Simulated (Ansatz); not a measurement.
Here is the system:

End structure of Ru on the 1x1 (110) surface of bcc W, one in a 2x2 cell, started at the site 'hollow W-W-W':

```xyz
17
Lattice="5.5154 0.0000 0.0000 -1.8385 5.1999 0.0000 0.0000 0.0000 26.0000" Properties=species:S:1:pos:R:3 pbc="T T T"
W      0.9192     1.3000     9.6951
W      0.0000     3.8999     9.6951
W      3.6769     1.3000     9.6951
W      2.7577     3.8999     9.6951
W      0.0000     0.0000    11.8698
W     -0.9192     2.6000    11.8698
W      2.7577     0.0000    11.8698
W      1.8385     2.6000    11.8698
W      0.9190     1.3001    14.1406
W     -0.0002     3.9001    14.1480
W      3.6767     1.3001    14.1480
W      2.7576     3.9000    14.0760
W     -0.0307    -0.0430    16.3459
W     -0.9068     2.5912    16.3600
W      2.7449     0.0090    16.3599
W      1.8688     2.6432    16.3459
Ru     0.9188     1.3003    18.1081
```

Set-up: 17 atoms, 6.6 Å thick at the start under the adsorbate (thin: gaps and levels are the slab's own); mesh 6x6x1; 0.1 eV smearing; dipole correction on; 8 atoms held, the rest relaxed; symmetry of the start imposed; spin-polarised, no spin-orbit, no U, no dispersion correction. The starting moment vanished. At the end it is bonded to 4 W. In PBE it is, or lies within 0.03 eV of, the lowest of the starts that converged.

A negative adsorption energy means that the adsorbate is more stable on the surface than in its reference.

Problem. Give the work function of the top face at the level Ansatz (a first-principles code) with PBE.

Solution. 3.73 eV

Problem. Predict the change of the work function from PBE.

Solution. -1.08 eV

Problem. What adsorption energy against an atom of hcp Ru does PBE give?

Solution. -0.036 eV

Problem. What change of the step from the bottom to the top vacuum level, against the clean slab does PBE give?

Solution. -1.05 eV
